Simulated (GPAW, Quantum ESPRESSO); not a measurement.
A GPAW input for a self-consistent single point of Mg (P6_3/mmc, 4 atoms in the cell) (DFT PBE, plane waves, GPAW PAW datasets PBE (gpaw-data 1.0.1)):

```python
from ase import Atoms
from ase.units import GPa
from gpaw import GPAW, PW

atoms = Atoms(['Mg', 'Mg', 'Mg', 'Mg'],
              cell=[[3.223529, 0.000000, 0.000000],
                    [-1.611765, 2.791658, 0.000000],
                    [0.000000, 0.000000, 10.470547]],
              positions=[[0.000000, 0.000000, 0.000000],
                         [0.000000, 0.000000, 5.235273],
                         [-0.000002, 1.861106, 2.617637],
                         [1.611766, 0.930552, 7.852910]],
              pbc=True)

calc = GPAW(mode=PW(850),
            xc='PBE',
            kpts={'size': (8, 8, 3), 'gamma': True},
            occupations={'name': 'methfessel-paxton', 'width': 0.1, 'order': 0},
            nbands=-10,
            convergence={'density': 1e-05, 'energy': 1e-05},
            symmetry={'symmorphic': False, 'tolerance': 0.0005},
            maxiter=150,
            txt='-')

atoms.calc = calc

energy = atoms.get_potential_energy()
print('Energy (eV):', round(energy, 6))
forces = atoms.get_forces()
print('Forces (eV/Ang):')
print(forces.round(5))
stress = atoms.get_stress()
print('Stress (GPa, Voigt):', (stress / GPa).round(4))
```

Task: Give the Quantum ESPRESSO input for the same structure, mesh, smearing and functional.

Result: This is the input that was run; spellings and numerical settings could be chosen otherwise.

```fortran
&CONTROL
  calculation = 'scf'
  prefix = 'mg'
  outdir = './out'
  pseudo_dir = './'
  verbosity = 'high'
  tprnfor = .true.
  tstress = .true.
/
&SYSTEM
  ibrav = 4
  celldm(1) = 6.0915869606
  celldm(3) = 3.248162807654
  nat = 4
  ntyp = 1
  ecutwfc = 40
  ecutrho = 200
  occupations = 'smearing'
  smearing = 'gauss'
  degauss = 0.0073499
/
&ELECTRONS
  conv_thr = 1.0e-11
/
ATOMIC_SPECIES
Mg    24.3050  mg_pbe_v1.4.uspp.F.UPF
ATOMIC_POSITIONS {crystal}
Mg    0.0000000000    0.0000000000    0.0000000000
Mg    0.0000000000    0.0000000000    0.5000000000
Mg    0.3333333333    0.6666666667    0.2500000000
Mg    0.6666666667    0.3333333333    0.7500000000
K_POINTS {automatic}
8 8 3  0 0 0
```

Basis, cutoffs, solver keys and any potentials are the target program's own. This input uses DFT, PBE, plane waves, GBRV 1.5 ultrasoft (PBE) pseudopotentials. Both were run: pressure -0.83 GPa in GPAW and -0.78 in Quantum ESPRESSO.

On Quantum ESPRESSO: the starting cell comes from a database of computed structures (which also holds hypothetical and non-ambient phases and stackings), without a prior relaxation at this level. Its lattice was rescaled by a random factor within 2.5 % of one.

On GPAW: the starting cell comes from a database of computed structures (which also holds hypothetical and non-ambient phases and stackings), without a prior relaxation at this level. Its lattice was rescaled by a random factor within 2.5 % of one.
